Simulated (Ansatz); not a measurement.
# Migration barriers: In-vacancy pair in wurtzite GaN, charge state -3

Defect migration in wurtzite GaN: In-vacancy pair (In on one host Ga site, one Ga site vacant), charge state -3. All values below come from PBE, PAW (plane waves to 420 eV; Ansatz, a program for electronic structure).

Cell of 72 host sites held at the relaxed PBE lattice; one k-point at (0.125, 0.250, 0.250); Fermi-Dirac width 0.01 eV, spin-restricted; finite-size errors left in. No zero-point or tunnelling terms. The charge state is imposed; whether it is stable for some Fermi level was not computed. Forms of the defect that were not tried may lie lower.

Barriers: single points on a 2×2×2 k-point mesh shifted by half a step along c at the bands' geometries (they differ from the bands' own by up to 0.06 eV, and are uncertain by about as much).

```
Route                                                                                               Start site over the lowest site run (eV)  Hop (Å)  Forward barrier (eV)  Backward barrier (eV)              Neighbours at the start                                 Neighbours at the saddle                        Saddle order  Forward, on the band's own sampling (eV)
--------------------------------------------------------------------------------------------------  ----------------------------------------  -------  --------------------  ---------------------  -----------------------------------  -------------------------------------------------------  ----------------------------------  ----------------------------------------
direct exchange of In with the vacancy (In-vacancy distance between ideal sites 3.21 Å throughout)                                      0.13     2.93                  1.27                   1.16  N at 2.05, N at 2.12, 2 N at 2.17 Å             N at 1.97, N at 2.09, N at 2.52, N at 2.53 Å  not checked, on a symmetry element                                      1.32
a nearby Ga atom hops onto the vacant site (In-vacancy distance between ideal sites 3.21 → 5.24 Å)                                      0.13     3.09                  1.74                   1.87  N at 1.86, 2 N at 1.98, N at 2.04 Å                                   N at 1.77, N at 1.85 Å  not checked, on a symmetry element                                      1.80
a nearby Ga atom hops onto the vacant site (In-vacancy distance between ideal sites 3.21 → 4.55 Å)                                      0.13     3.10                  2.04                   2.00  N at 1.87, 2 N at 1.98, N at 2.00 Å  N at 1.83, N at 2.16, N at 2.28, N at 2.29, N at 2.32 Å                         not checked                                      2.00
```

Paths come from nudged elastic bands with a climbing image. Of the routes that converged and passed our checks, the lowest saddle point lies 1.40 eV above the lowest of the sites run (direct exchange of In with the vacancy (In-vacancy distance between ideal sites 3.21 Å throughout)); other sites, such as split forms, and other routes may lie lower. A band can be held on a symmetry element, so unchecked saddle points there may be too high.
